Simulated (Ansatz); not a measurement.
## NbN: alloy series

The reference is NbN in the rock salt structure (space group Fm-3m, No. 225; a = 4.380 Å).

The other end (x = 1) is VN in the rock salt structure (space group Fm-3m, No. 225): 8.45 Å³/atom, gap zero.

V replaces a fraction x of Nb; each row is one arrangement (x, atoms in the cell, starting space group or random), fully relaxed.

Level of theory: PBEsol (Ansatz, a first-principles code), no spin-orbit coupling, earlier PAW set.

Notes on the quantities. mixing energy: to 0.01 eV only: unlike meshes or grids; deviation of the volume from the linear: Vegard-type) interpolation.

```tsv
case	mixing energy	deviation of the volume from the linear	shortest interatomic distance
base	–	–	219.0 pm
x(V) = 0.25, 8 atoms, Pm-3m	+0.03 eV/atom	+1.1 %	216.2 pm
x(V) = 0.5, 8 atoms, Pmmn	+0.02 eV/atom	+0.5 %	207.1 pm
x(V) = 0.667, 6 atoms, I4/mmm	+0.04 eV/atom	+1.4 %	196.9 pm
x(V) = 0.75, 8 atoms, I4/mmm	+0.03 eV/atom	+0.9 %	201.8 pm
x(V) = 0.75, 8 atoms, Pm-3m	+0.04 eV/atom	+1.2 %	208.5 pm
```

The magnetic state is the one reached from the starting moments; the real material's order can differ, and small cells can't hold many antiferromagnetic ones. Each cell is one ordered arrangement of few atoms, which overstates ordering effects compared with a random alloy. Stability against distortions was not tested. Starting moments died away, wholly or in part, for Nb → V, x(V) = 0.5, 8 atoms, Pmmn, x(V) = 0.667, 6 atoms, I4/mmm and x(V) = 0.75, 8 atoms, I4/mmm and more; another magnetic solution may exist. Spin-polarised in the final run: Nb3VN4; the other runs are not.
